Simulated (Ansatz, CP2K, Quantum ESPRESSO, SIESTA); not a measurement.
**One structure in several programs: BaN₂ (P1, 6 atoms in the cell)**

Self-consistent single point, at a second geometry (atoms moved at random). First geometry:

```xyz
6
Lattice="3.6085 -2.2401 0.0000 3.6085 2.2401 0.0000 -1.9180 0.0000 7.1033" Properties=species:S:1:pos:R:3 pbc="T T T"
Ba     2.1701     1.3258     5.3275
Ba     3.1290    -1.3258     1.7758
N      1.0976    -0.6584     3.8727
N      4.2015     0.6584     3.2306
N      3.2425    -0.6584     6.7823
N      2.0566     0.6584     0.3211
```

Second geometry:
```xyz
6
Lattice="3.6085 -2.2401 0.0000 3.6085 2.2401 0.0000 -1.9180 0.0000 7.1033" Properties=species:S:1:pos:R:3 pbc="T T T"
Ba     2.1543     1.3602     5.3194
Ba     3.1594    -1.3120     1.8502
N      1.0745    -0.6770     3.8328
N      4.1827     0.5825     3.2896
N      3.2881    -0.6071     6.7080
N      2.0385     0.6535     0.3100
```

Shared settings, as Ansatz (an electronic-structure program) writes them: kpoints.mp_grid.grid = 6 6 4; scf.occupations.method = fermi_dirac; scf.occupations.width = 0.1 eV. Potentials and cutoffs stand in the table.

```tsv
code	model	ΔF from the first geometry (meV/atom)	pressure (GPa)	largest force (eV/Å)	cutoff
SIESTA	GGA PBEsol, numerical atomic orbitals DZP, PseudoDojo PBEsol standard norm-conserving potentials (rewritten from UPF to PSML)	-2.5	0.46	4.781	grid 400 Ry
CP2K	PBEsol, GPW, DZVP-MOLOPT-SR-GTH basis, GTH-PBE potentials (GTH_POTENTIALS)	21.6	-3.06	2.275	grid 500 Ry
Quantum ESPRESSO	PBEsol, GBRV 1.5 ultrasoft (PBESOL) pseudopotentials	28.1	-4.94	3.041	40 Ry
Ansatz	PBEsol, PAW files made with PBE	29.6	-5.98	3.216	420 eV
```

Size of the force on each atom (eV/Å): Sizes of forces hide their directions.

| code | Ba1 | Ba2 | N3 | N4 | N5 | N6 |
|---|---|---|---|---|---|---|
| SIESTA | 0.251 | 1.066 | 4.781 | 4.043 | 0.518 | 0.817 |
| CP2K | 0.278 | 0.711 | 1.320 | 0.792 | 2.275 | 1.968 |
| Quantum ESPRESSO | 0.290 | 0.670 | 0.354 | 0.425 | 3.041 | 2.749 |
| Ansatz | 0.323 | 0.640 | 0.244 | 0.645 | 3.216 | 2.938 |

No clean gap comes from SIESTA, CP2K, Quantum ESPRESSO and Ansatz: levels at the Fermi energy touch, overlap or are partly filled at this smearing.

The spread over the programs that give each value: ΔF from the first geometry within 32.1 meV/atom; pressure within 6.44 GPa; largest force within 2.506 eV/Å.

SIESTA and CP2K use small atom-centred bases, whose incompleteness enters pressures, forces and empty levels differently from a plane-wave cutoff. Ansatz's pressure is given at a fixed set of plane waves, as the other plane-wave codes print theirs; with its correction for the finite basis it is -5.77 GPa (the shift of 0.21 GPa shows how far the cutoff is from converged). In the pressure, SIESTA (by 5.92) and CP2K (by 2.40) lie more than 1 GPa from the median of the plane-wave programs.

The starting cell comes from a database of computed structures (which also holds hypothetical and non-ambient phases and stackings), without a prior relaxation at this level. Its lattice was rescaled by a random factor within 2.5 % of one. For this run, on top of that: atoms moved at random.

Keys are those of Ansatz 0.2.
